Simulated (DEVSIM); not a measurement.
System: abrupt InP n-p junction, at 300 K.

```tsv
layer (left to right)	material	thickness (μm)	Nd (cm⁻³)	Na (cm⁻³)	τn (s)	τp (s)
1	InP	65.0	2.7e16	-	7.2e-9	7.2e-9
2	InP	93.0	-	1.9e14	2.2e-8	7.2e-9
```

Left contact: ohmic. Right contact: ohmic. Voltage is applied to the left contact. Recombination: SRH at mid-gap. Mobility is μmin + (μ − μmin)/(1 + (N/Nref)^α).

The device is made up for the run: typed textbook-type constants, with dimensions and the other settings drawn at random. Values at 300 K.

```
parameter         InP
-------------  ------
gap (eV)        1.344
affinity (eV)    4.38
permittivity     12.5
Nc (cm⁻³)      5.7e17
Nv (cm⁻³)      1.1e19
μn (cm²/Vs)      5200
μp (cm²/Vs)       170
μn,min            400
μp,min             10
Nref,n           3e17
Nref,p         4.9e17
αn               0.47
αp               0.62
```

Model (solved in DEVSIM): 1D drift-diffusion, Boltzmann statistics, complete ionisation; no tunnelling, impact ionisation, image-force lowering or self-heating.

Tabulate band edges, carrier densities and field at 2.0 V on the left contact.

Energies count from the Fermi level of the right contact; mesh points crowd at the junctions.

```
x (μm)   Ec (eV)  Ev (eV)  n (cm⁻³)  p (cm⁻³)  field (V/cm)
-------  -------  -------  --------  --------  ------------
0.000     -1.921   -3.265    2.7e16     < 1e2           ≈ 0
0.06458   -1.921   -3.265    2.7e16     < 1e2           ≈ 0
0.2898    -1.921   -3.265    2.7e16     < 1e2           ≈ 0
1.133     -1.921   -3.265    2.7e16     < 1e2           ≈ 0
6.396     -1.921   -3.265    2.7e16     < 1e2           ≈ 0
22.71     -1.921   -3.265    2.7e16     < 1e2           ≈ 0
52.30     -1.921   -3.265    2.7e16     < 1e2           ≈ 0
62.73     -1.921   -3.265    2.7e16     < 1e2           ≈ 0
64.40     -1.921   -3.265    2.7e16     < 1e2           ≈ 0
64.85     -1.921   -3.265    2.7e16     < 1e2            68
64.98     -1.899   -3.243    1.2e16     < 1e2          7500
65.04     -1.819   -3.163    5.1e14     < 1e2         13000
65.21     -1.610   -2.954    1.6e11     < 1e2         12000
65.85     -0.900   -2.244      1700     12000         10000
69.81      1.052   -0.292     < 1e2    1.4e14           260
82.80      1.060   -0.283     < 1e2    1.9e14           ≈ 0
123.1      1.060   -0.283     < 1e2    1.9e14           ≈ 0
148.6      1.060   -0.283     < 1e2    1.9e14           ≈ 0
156.3      1.060   -0.283     < 1e2    1.9e14           ≈ 0
157.5      1.060   -0.283     < 1e2    1.9e14           ≈ 0
157.9      1.060   -0.283     < 1e2    1.9e14           ≈ 0
158.0      1.060   -0.283     < 1e2    1.9e14           ≈ 0
```
